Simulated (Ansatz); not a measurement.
The starting structures come from a database of crystals and need not be the phases stable at ambient conditions.

Inside the gap of an insulator the Bloch states are evanescent, with a wavenumber k + iκ along the transport direction.

```
CELL_PARAMETERS angstrom
      8.18073     0.05382     0.00000
      1.28984     8.04199     0.00000
      4.09037     0.02691     4.65687
ATOMIC_POSITIONS crystal
  Hg 0.40858 0.65103 0.74389
  Hg 0.59142 0.34897 0.25611
  Hg 0.84753 0.84897 0.74389
  Hg 0.15247 0.15103 0.25611
  As 0.19289 0.01012 0.87181
  As 0.80711 0.98988 0.12819
  As 0.93530 0.48988 0.87181
  As 0.06470 0.51012 0.12819
  As 0.79209 0.75000 0.41581
  As 0.20791 0.25000 0.58419
  Br 0.36273 0.75000 0.27455
  Br 0.63727 0.25000 0.72545
```

Space group of this cell: C2/c. The cell was relaxed by PBE-D3(BJ).

Transport runs along the normal of the first two printed cell vectors.

No gap correction and no spin-orbit coupling; mid-gap values are interpolated between computed energies.

Question: Predict the band gap and the smallest decay constant κ at mid-gap from r2SCAN run with Ansatz (a program for electronic structure).

Answer: Gap 1.21 eV on a 8×4×8 mesh; κ = 0.167 1/Å, at the zone centre.
